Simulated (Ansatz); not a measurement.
# NiZn (Pm-3m): band-structure transport figures

```
CELL_PARAMETERS angstrom
      2.84123     0.00000     0.00000
      0.00000     2.84123     0.00000
      0.00000     0.00000     2.84123
ATOMIC_POSITIONS crystal
  Zn 0.50000 0.50000 0.50000
  Ni 0.00000 0.00000 0.00000
```

Computed with PBEsol, rigid bands (plane waves, PAW, scalar-relativistic; Ansatz, an electronic-structure program). Cell: cell and atoms relaxed with PBEsol.

The density of states at the Fermi level is 1.27 states/(eV·cell), both spins. The bare Sommerfeld coefficient is 1.50 mJ/(mol of atoms·K²) and the drude plasma energy comes out as 6.2 eV. The root-mean-square Fermi velocity is 5.2e5 m/s. The resistivity times τ is 12.5 ×10⁻²² Ω·m·s.

A metal at this level (no band gap); rigid bands, thermally averaged at 300 K, both spins. Spin-orbit coupling is left out. τ is one relaxation time for all states.

Formula and space group known from diffraction (Crystallography Open Database), not checked to be the room-temperature form: NiZn (Pm-3m). Treated as nonmagnetic (a ferromagnetic start lost its moment, other orders weren't tried): NiZn (Pm-3m).
